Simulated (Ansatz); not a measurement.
Consider interstitial H in fcc Pt, neutral cell. The step: H moves alone to another site; the atom moves 1.22 Å along (-0.18, -0.18, -0.18) of the unit cell; the moving atom starts with neighbours 4 Pt at 1.81 Å and ends with 3 Pt at 1.81, 3 Pt at 2.34 Å. A PBE band in Ansatz (plane-wave PAW, a 3×3×3 k-point mesh shifted by half a step, 32 host sites, 17 SCF runs with any check of the saddle's order, static, no finite-size correction) gives a forward barrier of 0.089 eV. The saddle point's order was not checked, and it lies on a symmetry element of the cell, where a band can be held. Sites that were not tried may lie lower.

Single points at the band's start and saddle point can refine it. Rough cost of one point, in units of the band's mean SCF on the same machine:

```csv
Level,Cost of one point
"PBE, a 5×5×5 k-point mesh shifted by half a step",about 4
"r2SCAN at 500 eV, a 3×3×3 k-point mesh shifted by half a step",about 3
```

Task: Which of these move the barrier by more than 0.1 eV, and how far does each move it?

Result: Not one does. PBE, a 5×5×5 k-point mesh shifted by half a step: 0.00 eV; r2SCAN at 500 eV, a 3×3×3 k-point mesh shifted by half a step: +0.01 eV. Each functional is compared with PBE at the same k-points.

Ansatz is a quantum-chemistry and plane-wave program.
